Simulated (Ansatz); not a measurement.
For YSi (model structure, started from the FeSi type, Fm-3m, No. 225, 8 atoms in the cell), PBE (PAW; Ansatz, an electronic-structure program) gives:

```
Property                       Result
---------------------  --------------
lattice parameter a           5.817 Å
enthalpy of formation  -0.477 eV/atom
```

**Question.** What does PBE-D3(BJ) in Ansatz (plane waves, PAW) give for the same quantities?

**Answer.** 
- lattice constant a: 5.748 Å (drops by 1.2 %)
- formation enthalpy: -0.503 eV/atom (moves by -0.026 eV/atom)

Changes are worked out from the printed values.

Unless a cell is named, each level is at its own relaxed cell (PBE 24.61, PBE-D3(BJ) 23.74 Å³/atom).

Ansatz's density-functional and Hartree–Fock values are scalar-relativistic unless marked +SOC, with PAW data made under PBE.

A model structure was made by putting elements into a prototype or built by hand; it is no filed structure, need not be a known phase, and can be a saddle point held by its symmetry.
